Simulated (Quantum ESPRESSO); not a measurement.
**How far to go with shifted k-point meshes: F₂ (P1, 4 atoms in the cell)**

```xyz
4
Lattice="2.5691 -1.5919 0.0000 2.5691 1.5919 0.0000 -0.5649 0.0000 6.6307" Properties=species:S:1:pos:R:3 pbc="T T T"
F      3.5445     0.5086     4.0149
F      1.0288    -0.5086     2.6658
F      0.7463     0.5086     5.9812
F      3.8270    -0.5086     0.6495
```

Computed with PBEsol, GBRV 1.5 ultrasoft (PBESOL) pseudopotentials (plane waves; Quantum ESPRESSO).

Base settings: ecutwfc = 40 Ry; ecutrho = 200 Ry; occupations = smearing; smearing = fd; degauss = 0.000734986 Ry; potentials = {F: f_pbesol_v1.4.uspp.F.UPF}; K_POINTS = automatic 5 5 2 0 0 0; conv_thr = 1e-08 Ry; mixing_beta = 0.4.

Only quantities that move along the ladder and can be compared are tabulated.

The count of work is k-points × plane waves × bands × iterations; it is no time. 

The starting cell comes from a database of computed structures (which also holds hypothetical and non-ambient phases and stackings), without a prior relaxation at this level. Its lattice was rescaled by up to half a per cent. One atom was moved a little off its site on purpose. In the base run, forces exceed 1 eV/Å.

| K_POINTS | free energy less the last step's (meV/atom) | pressure (GPa) | largest difference of a force vector from the last step's (eV/Å) | count of work / last |
|---|---|---|---|---|
| automatic 2 2 1 1 1 1 | -6.17 | -2.92 | 0.143 | 0.00053 |
| automatic 3 3 1 1 1 1 | 8.48 | -2.40 | 0.127 | 0.0013 |
| automatic 3 3 2 1 1 1 | -0.71 | -2.56 | 0.004 | 0.0024 |
| automatic 4 4 2 1 1 1 | -0.07 | -2.54 | 0.001 | 0.0043 |
| automatic 5 5 2 1 1 1 | 0.02 | -2.55 | 0.001 | 0.0067 |
| automatic 6 6 3 1 1 1 | 0.04 | -2.55 | 0.000 | 0.014 |
| automatic 7 7 3 1 1 1 | -0.02 | -2.54 | 0.000 | 0.020 |
| automatic 8 8 3 1 1 1 | -0.02 | -2.54 | 0.000 | 0.026 |
| automatic 9 9 4 1 1 1 | 0.00 | -2.54 | 0.000 | 0.043 |
| automatic 10 10 5 1 1 1 | -0.01 | -2.54 | 0.000 | 0.067 |
| automatic 12 12 5 1 1 1 | -0.01 | -2.54 | 0.000 | 0.097 |
| automatic 13 13 6 1 1 1 | 0.00 | -2.54 | 0.000 | 0.14 |
| automatic 14 14 6 1 1 1 | 0.00 | -2.54 | 0.000 | 0.16 |
| automatic 17 17 7 1 1 1 | 0.00 | -2.54 | 0.000 | 0.27 |
| automatic 21 21 9 1 1 1 | 0.00 | -2.54 | 0.000 | 0.53 |
| automatic 26 26 11 1 1 1 | 0.00 | -2.54 | 0.000 | 1.0 |

Coarsest K_POINTS that holds the forces within 0.02 eV/Å of the last step, with all finer ones: automatic 3 3 2 1 1 1, at 0.0024 of the last step's count of work; the step before is off by 0.13 eV/Å.

Coarsest K_POINTS that holds the free energy within 5 meV/atom of the last step, with all finer ones: automatic 3 3 2 1 1 1, at 0.0024 of the last step's count of work; the step before is off by 8.5 meV/atom.

Coarsest K_POINTS that holds the pressure within 0.2 GPa of the last step, with all finer ones: automatic 3 3 1 1 1 1, at 0.0013 of the last step's count of work; the step before is off by 0.37 GPa.
